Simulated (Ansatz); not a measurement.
Base system: ZnS in the zinc blende structure (space group F-43m, No. 216; a = 5.3904 Å). Axes: x, y, z lie along the cube axes.

The change: biaxial strain +1.06 %, plane normal [001], relaxed out of plane (Cartesian); in-plane vectors clamped, the third vector and the atoms free.

Computed with r2SCAN (Ansatz, a quantum-chemistry and plane-wave program, PAW, without spin-orbit coupling), earlier PAW set.

Q: Give the band edges at the high-symmetry points of the new zone, measured from its valence-band maximum.

A: 
```
point  valence edge (eV)  conduction edge (eV)
-----  -----------------  --------------------
Γ                   0.00                  2.60
X                  -2.26                  3.72
P                  -2.82                  6.09
N                  -0.88                  3.74
M                  -2.42                  3.59
S                  -2.02                  4.29
S₀                 -2.02                  4.29
R                  -2.85                  5.88
G                  -2.85                  5.88
```

The gap is 2.60 eV, direct at Γ.

Stability against distortions was not tested. Labels are those of the standard path for the cell's own space group.
